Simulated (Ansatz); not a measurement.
**PbS in the rock salt structure (space group Fm-3m, No. 225)**

```
CELL_PARAMETERS angstrom
      0.00000     2.95134     2.95134
      2.95134     0.00000     2.95134
      2.95134     2.95134     0.00000
ATOMIC_POSITIONS crystal
  Pb 0.00000 0.00000 0.00000
  S  0.50000 0.50000 0.50000
```

All numbers come from PBEsol, PAW, 420 eV (Ansatz, a program for electronic structure; spin-orbit coupling left out). Γ-centred 10×10×10 mesh, Fermi–Dirac width 0.05 eV.

| Quantity | Result |
|---|---|
| Volume per atom | 25.71 Å³ |
| Density | 7.73 g/cm³ |
| Band gap | 0.19 eV, direct at L |
| Electron mass | 0.070 mₑ along k, 0.15 mₑ across |
| Lowest conduction-band minima above the VBM | L along ⟨111⟩ 0.19 eV; a point along ⟨110⟩, about 0.7 Å⁻¹ from Γ 1.14 eV |
| Total energy | -6320.463 eV/atom (σ→0; compares only within this code and set-up) |

With Pb present, leaving out spin-orbit coupling can change the band edges. Masses are band curvatures over ±0.01 Å⁻¹ around the edge. Along k means along the line from Γ to the band edge. No phonon test of stability was made. A zero or small gap of PbS can be the functional's error rather than a property of the material.
